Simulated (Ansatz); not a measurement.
Start from BaTiO$_{3}$ in the cubic perovskite structure (space group Pm-3m, No. 221; a = 3.994 Å).

Method: Ansatz (a first-principles code), r2SCAN, PAW, cutoff 500 eV, no spin-orbit coupling, earlier PAW set.

One thing is altered: full substitution Ti → Zr; the structure is relaxed again.

Measured band gap: BaTiO3 3.2 eV (temperature not stated; as listed in Yu-ichiro Matsushita, Kazuma Nakamura, Atsushi Oshiyama, Physical Review B (2011)); BaZrO3 5.3 eV (temperature not stated; as listed in Anders Lindman, Paul Erhart, Göran Wahnström, Physical Review B (2015)).

### Question
How well does r2SCAN reproduce the measured shift?

### Answer
With r2SCAN the band gap moves by +1.56 eV (2.18 → 3.74) against +2.10 eV measured.

Whether these cells are dynamically stable was not tested. All final runs are without spin polarisation. Many cubic perovskites are stable only at high temperature; tilts and polar distortions were not tested. This is not the structure that BaTiO3 has at room temperature and ambient pressure.
